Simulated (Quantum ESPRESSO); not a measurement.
# A short convergence ladder for Hf2Si (Fmm2, 6 atoms in the cell)

```
CELL_PARAMETERS angstrom
     -3.28518     3.28518     2.59057
      3.28518    -3.28518     2.59057
      3.28518     3.28518    -2.59057
ATOMIC_POSITIONS crystal
  Hf 0.84351 0.65649 0.50000
  Hf 0.15649 0.34351 0.50000
  Hf 0.66187 0.16187 0.82374
  Hf 0.34351 0.84351 0.18702
  Si 0.75000 0.75000 0.00000
  Si 0.25000 0.25000 0.00000
```

Base method: PBEsol, PseudoDojo standard norm-conserving (PBESOL) pseudopotentials (plane waves; Quantum ESPRESSO).

Base settings: ecutwfc = 60 Ry; occupations = smearing; smearing = gaussian; degauss = 0.0073499 Ry; potentials = {Hf: Hf.upf, Si: Si.upf}; K_POINTS = automatic 4 4 4 0 0 0; conv_thr = 1e-11 Ry; mixing_beta = 0.4.

The count of work is k-points × plane waves × bands × iterations; it is no time. Core times come from one kind of shared machine, to one figure; runs under 30 s give none.

**The k-point mesh**

Only quantities that move along the ladder and can be compared are tabulated.

| K_POINTS | free energy less the last step's (meV/atom) | pressure (GPa) | largest difference of a force vector from the last step's (eV/Å) | count of work / last | core time / last (rough) |
|---|---|---|---|---|---|
| automatic 2 2 2 0 0 0 | 61.68 | -3.48 | 0.153 | 0.11 | 0.1 |
| automatic 3 3 3 0 0 0 | 7.36 | -2.73 | 0.092 | 0.17 | 0.2 |
| automatic 4 4 4 0 0 0 | -2.10 | -3.41 | 0.107 | 0.39 | 0.3 |
| automatic 5 5 5 0 0 0 | 5.47 | -3.37 | 0.003 | 0.58 | 0.5 |
| automatic 6 6 6 0 0 0 | 0.00 | -3.30 | 0.000 | 1.0 | 1 |

Coarsest K_POINTS that holds the pressure within 0.5 GPa of the last step, with all finer ones: automatic 4 4 4 0 0 0, at 0.39 of the last step's count of work and about 0.3 of the last step's time; the step before is off by 0.57 GPa.

Coarsest K_POINTS that holds the free energy within 5 meV/atom: not settled: the last two steps still differ by 5.5 meV/atom, over half the tolerance, so the ladder does not show it.

Coarsest K_POINTS that holds the forces within 0.01 eV/Å of the last step, with all finer ones: automatic 5 5 5 0 0 0; the step before is off by 0.11 eV/Å.

On the base run: the starting cell comes from a database of computed structures (which also holds hypothetical and non-ambient phases and stackings), without a prior relaxation at this level. Its lattice was rescaled by up to half a per cent. One atom was moved a little off its site on purpose. In the base run, with a pressure of about -3 GPa the cell is away from its equilibrium volume at this level.
